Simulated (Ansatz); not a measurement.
Results of r²SCAN+SOC in Ansatz (plane waves, PAW) for HfO2 (P4₂/nmc, No. 137; high-temperature phase).

Settings: plane-wave cutoff 560 eV, 10×10×8 k mesh (along the axes of the cell as run), Fermi–Dirac smearing 0.01 eV, PAW data made under PBE.

Cell (relaxed with PBEsol):

HfO$_{2}$ is modelled in the tetragonal space group P4₂/nmc, origin choice 1 (No. 137), Pearson symbol tP6. Lattice parameters: a = 3.5670 Å, b = 3.5670 Å, c = 5.1657 Å, α = 90.00°, β = 90.00°, γ = 90.00°. Hf on 2a sees 4 O at 2.062 Å and 4 O at 2.362 Å. O on 4d sees 2 Hf at 2.062 Å and 2 Hf at 2.362 Å (tetrahedral). (Neighbours: up to the widest gap in distance over summed covalent radii, below 1.35, at either atom; cation-cation and far metal-metal contacts left out.)

### Question
What does this level give for the band gap and smallest direct gap on the k points sampled?

### Answer

- band gap = 5.23 eV (indirect)
- smallest direct gap on the k points sampled = 5.31 eV

Note: held by symmetry at 0 K, a high-temperature phase can be a saddle point; cell and atoms aren't relaxed at this level (largest force component 0.04 eV/Å, pressure 1.9 GPa).

Computed values are for the static lattice.

Cost on a shared machine: very roughly 18 core-minutes.

Ansatz is a first-principles code.
